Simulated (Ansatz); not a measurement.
The parent structure is HgS in the zinc blende structure (space group F-43m, No. 216; a = 5.8759 Å). Axes: x, y, z lie along the cube axes.

Method: PBEsol (Ansatz, a quantum-chemistry and plane-wave program; PAW; 420 eV plane waves; scalar-relativistic without spin-orbit coupling).

Strains are applied to the cell and any free atomic positions relax; under biaxial strain the out-of-plane vector relaxes too.

One change was made to it. Results:

The energy grows by 3.2 meV/atom; the pressure (mean of the normal stresses, compression positive) goes from zero to -0.6 GPa; the volume per atom rises by 0.22 Å³ to 25.58 Å³.

**Question.** Name the change that was made.
A) strain tensor (xx, yy, zz, yz, xz, xy) = (−1.80, +1.50, +0.33, +0.69, +0.73, +0.71) %
B) uniaxial strain ε_yy = +1.45 %
C) biaxial strain +2.26 %, plane normal [001], relaxed out of plane

**Answer.** C, biaxial strain +2.26 %, plane normal [001], relaxed out of plane. For comparison, the energy relative to the base in the other runs: uniaxial strain ε_yy = +1.45 % gives +1.2 meV/atom; strain tensor (xx, yy, zz, yz, xz, xy) = (−1.80, +1.50, +0.33, +0.69, +0.73, +0.71) % gives +1.9 meV/atom.

The mesh was chosen for an insulator and is coarse for the gapless case. Whether these cells are dynamically stable was not tested. All final runs are without spin polarisation. Gaps under 0.05 eV, about the width of the smearing, are given as zero.
